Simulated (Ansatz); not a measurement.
**How the band gap of ScOF (P4/nmm, No. 129, 6 atoms in the cell; start mp-989178) moves with the method**

No measured value is used here.

Put these levels in order of the band gap that they give for ScOF (P4/nmm, No. 129, 6 atoms in the cell; start mp-989178), smallest first: HSE06 (Ansatz, an electronic-structure program), PBE0 (Ansatz), PBEsol (Ansatz), r²SCAN0 (Ansatz).

PBEsol (4.42 eV), HSE06 (6.34 eV), PBE0 (7.11 eV), r²SCAN0 (7.43 eV)

Computed values are for a static lattice.  Values are at the PBEsol cell. Cutoffs and k meshes differ between the levels. Ansatz's density-functional and Hartree–Fock values are scalar-relativistic unless marked +SOC, with PAW data made under PBE.

A start named mp-… is a Materials Project structure, which need not be a measured phase.
